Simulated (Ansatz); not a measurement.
Base system: KCl in the rock salt structure (space group Fm-3m, No. 225).

```cif
data_Cl4K4
_chemical_formula_sum 'K4 Cl4'
_space_group_name_H-M_alt 'Fm-3m'
_space_group_IT_number 225
_space_group_name_Hall '-F 4 2 3'
_cell_length_a 6.38144
_cell_length_b 6.38144
_cell_length_c 6.38144
_cell_angle_alpha 90.000
_cell_angle_beta 90.000
_cell_angle_gamma 90.000
loop_
_atom_site_label
_atom_site_type_symbol
_atom_site_symmetry_multiplicity
_atom_site_Wyckoff_symbol
_atom_site_fract_x
_atom_site_fract_y
_atom_site_fract_z
_atom_site_occupancy
K1 K 4 a 0.00000 0.00000 0.00000 1
Cl1 Cl 4 b 0.50000 0.50000 0.50000 1
```
(The calculation used a cell of 2 atoms; values per cell refer to that cell.)

Method: DFT with PBE, PAW potentials and a 420 eV plane-wave cutoff in Ansatz (a first-principles code), without spin-orbit coupling.

Strains are applied to the cell and any free atomic positions relax.

One change was made to it. Results:

The electron mass stays 0.45 mₑ (at Γ); the pressure goes from zero to 0.82 GPa; the mean gap deformation potential ΔEg/Δln V amounts to -3.4 eV; the energy goes up by 3.5 meV/atom.

Q: What was done to the base?
A) isotropic strain −1.00 %
B) isotropic strain −2.00 %
C) isotropic strain −1.50 %
D) isotropic strain +2.50 %
E) isotropic strain −3.00 %

A: C, isotropic strain −1.50 %. For comparison, the energy relative to the base in the other runs: isotropic strain −2.00 % gives +6.4 meV/atom; isotropic strain −3.00 % gives +15 meV/atom; isotropic strain +2.50 % gives +8.4 meV/atom; isotropic strain −1.00 % gives +1.6 meV/atom.

Masses are band curvatures over ±0.01 Å⁻¹ around the edge. Gaps are read on the SCF mesh and a high-symmetry path. Stability against distortions was not tested.
